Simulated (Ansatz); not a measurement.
**Pressure series in BN**

Start from BN (space group P6_3/mmc, No. 194; layered, stacked along the Cartesian z axis).

```yaml
crystal:
  lattice:
    - [2.51214, 0.00000, 0.00000]
    - [-1.25607, 2.17558, 0.00000]
    - [0.00000, 0.00000, 8.49576]
  atoms:
    - { symbol: B, position: [0.33333, 0.66667, 0.25000] }
    - { symbol: B, position: [0.66667, 0.33333, 0.75000] }
    - { symbol: N, position: [0.33333, 0.66667, 0.75000] }
    - { symbol: N, position: [0.66667, 0.33333, 0.25000] }
```

Cell and atoms are relaxed at each pressure.

All numbers come from PBE (Ansatz, an electronic-structure program, PAW, no spin-orbit coupling).

Candidates:
(a) pressure 10 GPa
(b) pressure 7.5 GPa
(c) pressure 0.7 GPa

Base values:

| Quantity | Result |
|---|---|
| Band gap | 4.36 eV |

Order them by band gap, lowest first.

(a) pressure 10 GPa (4.07 eV), (b) pressure 7.5 GPa (4.10 eV), (c) pressure 0.7 GPa (4.42 eV)

From pressure 7.5 GPa on, the axis ratios lie over 15 % from the base's, so the cell there is far from its starting form. Load acts through the strain it causes; cell and atoms are relaxed under it. Stability against distortions was not tested. No other phases were tried under pressure. The base started in Pnma and relaxed to P6_3/mmc at this level. No dispersion term is included, though the crystal is made of layers, chains or molecules, so its spacings can come out too wide.
